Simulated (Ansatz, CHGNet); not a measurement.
For L1₀ (CuAu-type) FePt, the machine-learned potential CHGNet 0.3.0 (trained on PBE and PBE+U data) gives:

```
Quantity                                Result
------------------------------  --------------
equilibrium lattice constant a         2.928 Å
c axis length                          3.254 Å
enthalpy of formation           -0.111 eV/atom
```

Question: What does PBE0 (Ansatz, a quantum-chemistry and plane-wave program, PAW) give for the same quantities?

Answer: 
- lattice constant a: 2.753 Å (shrinks by 6.0 %)
- lattice parameter c: 3.736 Å (grows by 15 %)
- formation enthalpy: -0.549 eV/atom (moves by -0.438 eV/atom)

For comparison: lattice constant a 2.727 Å (measured, room temperature, not corrected to a static lattice, P4/mmm two-atom cell, a_fct/√2; as tabulated in Sawada et al. (2023), arXiv:2212.12065); lattice parameter c 3.726 Å (measured, room temperature, not corrected to a static lattice, 0.1 GPa; as tabulated in Sawada et al. (2023), arXiv:2212.12065); formation enthalpy -0.238 ± 0.02 eV/atom (measured, 298 K, copied from a table, unchecked, no zero-point or thermal correction; as tabulated in Wang et al. (2021), doi:10.1038/s41598-021-94550-5).

Changes are worked out from the printed values.

Unless a cell is named, each level is at its own relaxed cell (CHGNet 0.3.0 13.95, PBE0 14.16 Å³/atom).

Levels without +SOC leave out spin–orbit coupling, which shifts energies and cells of such heavy elements.

Spin-polarised runs: PBE0 (parallel moments).

Caveats: the cell has another shape than the first-principles one, perhaps another minimum in the same group (CHGNet 0.3.0). Ansatz's density-functional and Hartree–Fock values are scalar-relativistic unless marked +SOC, with PAW data made under PBE.
